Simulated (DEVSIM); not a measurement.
Device: Au/AlN/p-Ge capacitor, at 300 K.

```csv
layer (left to right),material,thickness (nm),Na (cm⁻³)
1,AlN,4.60,-
2,Ge,8200,5.3e15
```

Metal gate on the left, work function 5.1 eV. Fixed charge at the semiconductor interface 0 cm⁻² (in units of +e); no interface traps.

This is a model device: material constants are rounded textbook-type values typed into the input, and sizes, dopings and lifetimes were drawn at random. Values at 300 K.

```
parameter      AlN       Ge
-------------  ---  -------
gap (eV)       6.1    0.664
affinity (eV)  1.9        4
permittivity   8.5       16
Nc (cm⁻³)        -  1.04e19
Nv (cm⁻³)        -     6e18
```

Model (solved in DEVSIM): 1D Poisson equation in equilibrium, Boltzmann statistics, complete ionisation; no quantum confinement or tunnelling. Metal contacts follow the ideal Schottky-Mott rule: no Fermi-level pinning, no interface dipoles.

The interface trap density was swept, all else fixed.

```
interface trap density (cm^-2 eV^-1)  threshold voltage (band bending 2φF) (V)  minimum of the low-frequency capacitance (μF/cm²)
------------------------------------  ----------------------------------------  -------------------------------------------------
0                                                                         0.92                                             0.0576
1e10                                                                      0.92                                             0.0590
1e11                                                                      0.92                                             0.0723
3e11                                                                      0.93                                              0.101
1e12                                                                      0.95                                              0.194
2e12                                                                      0.97                                              0.309
```

From the first row to the last the threshold voltage (band bending 2φF) goes from 0.92 to 0.97. From the first row to the last the minimum of the low-frequency capacitance goes from 0.0576 to 0.309.
